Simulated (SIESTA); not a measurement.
Band structure of GaSb (F-43m, 2 atoms in the cell).

```
CELL_PARAMETERS angstrom
      0.00000     3.14195     3.14195
      3.14195     0.00000     3.14195
      3.14195     3.14195     0.00000
ATOMIC_POSITIONS crystal
  Ga 0.00000 0.00000 0.00000
  Sb 0.75000 0.75000 0.75000
```

Level of theory: GGA PBE, numerical atomic orbitals DZP, PseudoDojo PBE standard norm-conserving potentials (rewritten from UPF to PSML) in SIESTA.

Settings: XC.functional = GGA; XC.authors = PBE; potentials = PseudoDojo PBE standard; PAO.BasisSize = DZP; PAO.EnergyShift = 0.005 Ry; MeshCutoff = 350 Ry; kgrid.MonkhorstPack = 9 9 9; OccupationFunction = MP; OccupationMPOrder = 0; ElectronicTemperature = 1160.45 K; MaxSCFIterations = 150; SCF.Mixer.Method = Pulay; SCF.Mixer.Weight = 0.1; SCF.Mixer.History = 6.

The starting cell comes from a database of computed structures (which also holds hypothetical and non-ambient phases and stackings), without a prior relaxation at this level. Its lattice was rescaled by a random factor within 2.5 % of one. Spin-orbit coupling is off. Values carry the incompleteness of an atom-centred basis. The run gives no clean gap (levels at the Fermi energy touch, overlap or are partly filled at this smearing), which alone does not show that the compound is a metal.

Levels in eV from the Fermi level, bands 11 to 16:
| point | 11 | 12 | 13 | 14 | 15 | 16 |
|---|---|---|---|---|---|---|
| Γ | -11.02 | -0.56 | -0.03 | -0.03 | -0.03 | 2.85 |
| X | -8.93 | -6.55 | -2.40 | -2.40 | 1.08 | 1.38 |
| W | -8.89 | -6.44 | -3.07 | -2.88 | 3.38 | 4.30 |
| K | -8.98 | -6.39 | -3.32 | -2.04 | 1.51 | 3.82 |
| L | -9.63 | -6.10 | -1.11 | -1.11 | 0.22 | 3.89 |
| U | -8.98 | -6.39 | -3.32 | -2.04 | 1.51 | 3.82 |

Bands cross the Fermi level along this path, so the cell is metallic at this level.

Higher empty bands are left out: an atom-centred basis made for the valence describes them poorly.
